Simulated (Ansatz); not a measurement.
**ZrSi2, pressure series**

Start from ZrSi2 (space group Cmcm, No. 63; a = 3.7046 Å, b = 14.7953 Å, c = 3.6790 Å).

Cell and atoms are relaxed at each pressure.

Calculations: PBE, PAW, 420 eV (Ansatz, a quantum-chemistry and plane-wave program; no spin-orbit coupling), earlier PAW set.

Notes on the quantities. enthalpy: H = E + PV relative to the base's energy.

```
case                  density  shortest interatomic distance       enthalpy
-----------------  ----------  -----------------------------  -------------
base               4.86 g/cm³                        2.420 Å              –
pressure −2 GPa    4.77 g/cm³                        2.427 Å  -0.21 eV/atom
pressure −1 GPa    4.82 g/cm³                        2.424 Å  -0.11 eV/atom
pressure 0.9 GPa   4.89 g/cm³                        2.417 Å  +0.09 eV/atom
pressure 2.1 GPa   4.94 g/cm³                        2.413 Å  +0.22 eV/atom
pressure 4.5 GPa   5.02 g/cm³                        2.406 Å  +0.46 eV/atom
pressure 9 GPa     5.18 g/cm³                        2.396 Å  +0.91 eV/atom
pressure 15 GPa    5.36 g/cm³                        2.384 Å  +1.49 eV/atom
pressure 22.5 GPa         ___                            ___  +2.19 eV/atom
pressure 30 GPa    5.77 g/cm³                        2.364 Å  +2.86 eV/atom
```

Question: Some entries are withheld; estimate them.

Answer: 
- pressure 22.5 GPa, density: 5.58 g/cm³
- pressure 22.5 GPa, shortest interatomic distance: 2.373 Å

Load acts through the strain it causes; cell and atoms are relaxed under it. Stability against distortions was not tested. Competing high-pressure phases were not computed. All final runs are without spin polarisation.
